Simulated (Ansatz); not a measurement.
Input:

```yaml
crystal:
  lattice:
    - [3.66916, 0.00000, 0.00000]
    - [-1.83458, 3.17759, 0.00000]
    - [0.00000, 0.00000, 5.80816]
  atoms:
    - { symbol: Sn, position: [0.00000, 0.00000, 0.00000] }
    - { symbol: S, position: [0.33333, 0.66667, 0.25454] }
    - { symbol: S, position: [0.66667, 0.33333, 0.74546] }
```

Calculation: PBE+D3BJ with spin-orbit coupling, rigid bands (plane waves, PAW; Ansatz, a first-principles code). Condition of this run: functional PBE, cell relaxed with it. Geometry: cell and atoms relaxed with PBE+d3bj.

### Question
Predict the electron conductivity mass (n e² τ/σ) at 300 K, by direction if it differs.

### Answer
0.38 (x), 0.38 (y), 0.55 (z) mₑ.

### Question
Predict the hole conductivity mass (n e² τ/σ) at 300 K, by direction if it differs.

### Answer
3.4 (x), 3.4 (y), 0.35 (z) mₑ.

### Question
And the band gap?

### Answer
1.23 eV at this level; semilocal functionals usually fall short of the measured gap.

Rigid bands, one relaxation time for all states, no polarons. Geometry: cell and atoms relaxed with PBE+D3(BJ).
